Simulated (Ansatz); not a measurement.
**A computed series for CsCaBr3: response to strain**

The parent structure is CsCaBr$_{3}$ in the cubic perovskite structure (space group Pm-3m, No. 221; a = 5.640 Å; a cell from a computed database, its experimental status unchecked). Axes: x, y, z lie along the cube axes.

Strains are applied to the cell and any free atomic positions relax; under biaxial strain the out-of-plane vector relaxes too.

Computed with PBEsol (Ansatz, a program for electronic structure; PAW; 420 eV plane waves; without spin-orbit coupling).

Notes on the quantities. energy relative to the base: free energy F.

```tsv
variant	electron mass	energy relative to the base	gap character
base	0.32 mₑ (at Γ)	0 meV/atom	indirect, R → Γ
biaxial strain −3.30 %, plane normal [001], relaxed out of plane	0.29 mₑ out of plane, 0.33 mₑ in plane (at Γ)	+15 meV/atom	indirect, A → Γ
biaxial strain +2.69 %, plane normal [001], relaxed out of plane	0.35 mₑ out of plane, 0.32 mₑ in plane (at Γ)	+8.2 meV/atom	indirect, A → Γ
isotropic strain −3.09 %	0.41, 0.41, 2.4 mₑ (at Γ)	+24 meV/atom	indirect, R → Γ
isotropic strain −1.24 %	0.32 mₑ (at Γ)	+3.6 meV/atom	indirect, R → Γ
```

Masses are band curvatures over ±0.01 Å⁻¹ around the edge. Whether these cells are dynamically stable was not tested. Many cubic perovskites are stable only at high temperature; tilts and polar distortions were not tested. k-point labels follow each cell's own Brillouin zone.
